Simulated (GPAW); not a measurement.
A self-consistent single point of KSr3 (Fm-3m, 4 atoms in the cell) with GPAW.

Method of the run: LDA (Perdew-Wang 92), GPAW PAW datasets LDA (gpaw-data 1.0.1) (plane waves; GPAW 25.7.0).

The change in words: lattice scaled by 0.98. Reference geometry:
```xyz
4
Lattice="0.0000 4.9717 4.9717 4.9717 0.0000 4.9717 4.9717 4.9717 0.0000" Properties=species:S:1:pos:R:3 pbc="T T T"
K      0.0000     0.0000     0.0000
Sr     2.4858     2.4858     2.4858
Sr     7.4575     7.4575     7.4575
Sr     4.9717     4.9717     4.9717
```

Reference input (self-consistent single point, DFT LDA (Perdew-Wang 92), plane waves, GPAW PAW datasets LDA (gpaw-data 1.0.1)): mode = pw; ecut = 550 eV; xc = LDA; kpts = 5 5 5; mesh shift (steps) = 0 0 0; occupations.name = fermi-dirac; occupations.width = 0.05 eV; nbands = -8; convergence.forces = 0.001 eV/Å; symmetry.symmorphic = false; symmetry.tolerance = 0.0005; maxiter = 150. This run's input differs from it in these lines:

```diff
@@ -5,5 +5,5 @@
 atoms = Atoms(['K', 'Sr', 'Sr', 'Sr'],
-              cell=[[0.000000, 4.971697, 4.971697],
-                    [4.971697, 0.000000, 4.971697],
-                    [4.971697, 4.971697, 0.000000]],
+              cell=[[0.000000, 4.872263, 4.872263],
+                    [4.872263, 0.000000, 4.872263],
+                    [4.872263, 4.872263, 0.000000]],
               scaled_positions=[[0.000000, 0.000000, 0.000000],
```

The program printed (abridged):

```
     iter     time        total  log10-change:
                         energy   eigst   dens  force
iter:   1 --:--:--    -6.844253
iter:   2 --:--:--    -6.985318   -1.34  -1.52
iter:   3 --:--:--    -6.807667   -2.01  -1.58
iter:   4 --:--:--    -6.762687   -2.02  -1.75
iter:   5 --:--:--    -6.759082   -3.59  -2.06
iter:   6 --:--:--    -6.759313c  -4.30  -2.63
iter:   7 --:--:--    -6.759278c  -5.14  -3.30
iter:   8 --:--:--    -6.759113c  -4.98  -3.28
iter:   9 --:--:--    -6.759083c  -5.27  -3.59
iter:  10 --:--:--    -6.759062c  -6.05  -3.62
iter:  11 --:--:--    -6.759049c  -6.32  -3.66
iter:  12 --:--:--    -6.759048c  -6.74  -4.14c
iter:  13 --:--:--    -6.759048c  -7.57c -4.30c
iter:  14 --:--:--    -6.759048c  -7.62c -4.33c -17.58c
Converged after 14 iterations.

Dipole moment: (0.000000, 0.000000, 0.000000) |e|*Ang

Energy contributions relative to reference atoms: (reference = -275530.875176)

Kinetic:        -11.610958
Potential:      +15.822196
External:        +0.000000
XC:             -10.006570
Entropy (-ST):   -0.026838
Local:           -0.950297
SIC:             +0.000000
--------------------------
Free energy:     -6.772466
Extrapolated:    -6.759048

Showing only first 2 kpts
 Kpt  Band  Eigenvalues  Occupancy
  0    17      2.88964    0.03840
  0    18      2.88964    0.03840
  0    19      3.15332    0.00020
  0    20      3.15332    0.00020

  1    17      2.63173    1.54581
  1    18      2.65762    1.33945
  1    19      2.74807    0.49872
  1    20      3.07107    0.00104

Fermi level: 2.69297

No gap
No difference between direct/indirect transitions
Energy (eV): -6.759048

Forces in eV/Ang:
  0 K     0.00000   -0.00000   -0.00000
  1 Sr    0.00000   -0.00000    0.00000
  2 Sr    0.00000   -0.00000    0.00000
  3 Sr    0.00000    0.00000    0.00000

Stress tensor:
     0.006361     0.000000     0.000000
     0.000000     0.006361    -0.000000
     0.000000    -0.000000     0.006361
Stress (GPa, Voigt): [ 1.0191  1.0191  1.0191 -0.      0.      0.    ]
```

The run converged in 14 iterations. GPAW prints stress with tension positive. Against the reference run the free energy drops by 26.6 meV/atom and the pressure goes from -1.42 to -1.02 GPa.

The starting cell comes from a database of computed structures (which also holds hypothetical and non-ambient phases and stackings), without a prior relaxation at this level. Its lattice was rescaled by a random factor within 2.5 % of one. For this run, on top of that: lattice scaled by 0.98.
